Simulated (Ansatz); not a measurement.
**ZrS2: pressure 10 GPa**

Consider ZrS2 in the CdI2 type structure (space group P-3m1, No. 164; a = 3.635 Å, c = 5.720 Å; layered, stacked along the Cartesian z axis).

One thing is altered: cell and atoms relaxed at a pressure of 10 GPa.

All numbers come from PBE-D3(BJ) (Ansatz, a program for electronic structure; PAW; 420 eV plane waves; spin-orbit coupling left out). Settings: 10×10×6 k-points, 0.05 eV Fermi–Dirac smearing.

Volume per atom: 18.58 Å³ (base 21.81 Å³)
Lattice parameter a: 3.491 Å (base 3.635 Å)
c/a ratio: 1.514 (base 1.574)
Shortest interatomic distance: 2.506 Å (base 2.557 Å)
Band gap: zero (base 0.66 eV)

Final structure:

```
ZrS2
1.0
    3.49059     0.00000     0.00000
   -1.74529     3.02294     0.00000
    0.00000     0.00000     5.28331
Zr S
1 2
Direct
  0.00000   0.00000   0.00000
  0.33333   0.66667   0.28196
  0.66667   0.33333   0.71804
```

Cost of the whole job for the changed cell (relaxation, final SCF and bands): about 29 core-seconds (a rough figure).

A case with no gap was solved on a k-mesh chosen for an insulator, which is coarse for it. Load acts through the strain it causes; cell and atoms are relaxed under it. No phonon test of stability was made. Competing high-pressure phases were not computed. The final runs are not spin-polarised. The zero or small gap of ZrS2 under pressure 10 GPa can change with the level of theory.
